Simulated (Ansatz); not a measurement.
## tetragonal ZrO2 (1 0 1) on germanium (1 1 1) (film strained to the substrate, started from cuts of the bulks and a machine-learned relaxation; metallic at this level, with no gap by band count)

A periodic stack without vacuum, tetragonal ZrO2 (1 0 1) on germanium (1 1 1) (film strained to the substrate, started from cuts of the bulks and a machine-learned relaxation; metallic at this level, with no gap by band count): substrate slab Ge24, film Zr16O28, surface cells [[-1, 2], [-2, 1]] and [[2, 0], [1, 1]], film strained by -4.6 and -2.6 %, outermost planes Ge/Ge and O/O as cut, which need not be the usual terminations and can put a slab off its formula.

The start was prepared with a machine-learned potential, and the result is one local minimum, with the in-plane cell held and forces under 0.04 eV/Å; the film can end far from its bulk form.

Level of theory: PBE (plane waves to 420 eV, PAW; Ansatz, a quantum-chemistry and plane-wave program). No spin–orbit coupling; the runs are not spin-polarised; PBE gaps are too small against experiment. Its k-point mesh 4×4×1, Fermi–Dirac width 0.05 eV.

* **interface area**: 43.1 Å²
* **period**: 26.29 Å
* **gaps between the outermost planes at the two interfaces**: 2.02 and 2.02 Å
* **Ge–Zr contacts across the interfaces within 1.22 times the sum of covalent radii**: 16, mean 3.12 Å

```xyz
68
Lattice="7.0530 0.0001 0.1468 3.5276 6.1094 0.0217 2.5995 -1.4231 26.3637" Properties=species:S:1:pos:R:3 pbc="T T T"
Ge     6.6253     4.8294     2.2077
Ge     3.2015     2.7539     2.3014
Ge     6.5695     0.6533     2.1402
Ge     1.9851     0.8468     1.3439
Ge     8.9694     4.5341     1.3623
Ge     5.5022     2.8383     1.1406
Ge     7.8135     2.8375     5.5516
Ge     4.3080     0.7512     5.5797
Ge     4.2982     4.8729     5.5090
Ge     6.6404     4.8554     4.6998
Ge     3.1822     2.7962     4.7682
Ge     6.6482     0.7893     4.7094
Ge     1.8126     0.8319     8.7281
Ge     8.9370     4.8825     8.9606
Ge     5.3998     2.8425     8.9159
Ge     7.7428     2.8756     8.0567
Ge     4.2342     0.7899     8.0853
Ge     4.2238     4.8695     7.9979
Ge     6.6091     5.2009    12.2982
Ge     3.0133     2.7828    12.1470
Ge     6.5434     0.7997    12.5019
Ge     1.7929     0.8734    11.1959
Ge     8.9531     4.9097    11.4536
Ge     5.4818     2.9783    11.4808
Zr     6.5256    -0.9377    15.2580
Zr     2.9941    -1.0574    15.1199
Zr     8.4074     2.2439    14.6130
Zr     4.7166     2.2474    14.5152
O      8.3703     4.3733    14.5671
O     11.7638     4.3845    14.6033
O     10.0621     2.7714    15.6453
O      6.5363     2.8628    15.2578
Zr     9.9985     3.4269    18.6420
Zr     6.4756     3.4462    18.5901
Zr     8.2564     0.5050    18.0019
Zr     4.7195     0.5070    17.9263
O      8.2395     2.7156    17.8306
O      4.7403     2.7172    17.7685
O      4.7929     0.5507    15.8200
O      8.2955     0.5294    15.8845
O      9.9959     1.2264    18.8390
O      6.4719     1.2049    18.7652
O      6.5020    -0.9720    17.2862
O      2.9788    -0.9772    17.2278
Zr     9.9305     1.7168    22.0810
Zr     6.3937     1.7175    22.0091
Zr    11.7026     4.8870    21.4423
Zr     8.1799     4.9067    21.3895
O      8.1777     1.0195    21.2456
O      4.6552     0.9968    21.1718
O      4.7004    -1.1680    19.3076
O      8.2158    -1.1712    19.3684
O      2.8570    -0.4926    22.0967
O      6.4115    -0.4927    22.1808
O      9.9500     3.3902    20.7039
O      6.4349     3.3944    20.6455
Zr     9.9344    -0.0219    25.4894
Zr     6.2425    -0.0204    25.4017
Zr    11.6550     3.2848    24.8873
Zr     8.1231     3.1606    24.7519
O      8.1129    -0.6400    24.7479
O      4.5902    -0.5384    24.3620
O      8.1490     3.1971    22.7271
O     11.6707     3.1982    22.7837
O      6.4131     3.9515    25.4238
O      9.8063     3.9616    25.4622
O      9.8557     1.6749    24.1899
O      6.3529     1.6944    24.1291
```
